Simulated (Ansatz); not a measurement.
**Hypothetical zinc blende KH, response to strain**

Start from KH in the zinc blende structure (space group F-43m, No. 216; a = 6.126 Å; a hypothetical phase, not in the database extracts checked). Axes: x, y, z lie along the cube axes.

Strains are applied to the cell and any free atomic positions relax; under biaxial strain the out-of-plane vector relaxes too.

The values are results of PBEsol, PAW, 420 eV (Ansatz, an electronic-structure program; without spin-orbit coupling), not measurements.

Candidates:
(a) biaxial strain −4.42 %, plane normal [111], relaxed out of plane
(b) tensor shear ε_xz = −1.60 %
(c) biaxial strain +2.93 %, plane normal [111], relaxed out of plane

Before the change:

```
Property    Value
--------  -------
Band gap  3.54 eV
```

Problem. Order them by band gap, lowest first.

Solution. (a) biaxial strain −4.42 %, plane normal [111], relaxed out of plane (3.30 eV), (c) biaxial strain +2.93 %, plane normal [111], relaxed out of plane (3.43 eV), (b) tensor shear ε_xz = −1.60 % (3.48 eV)

Whether these cells are dynamically stable was not tested.
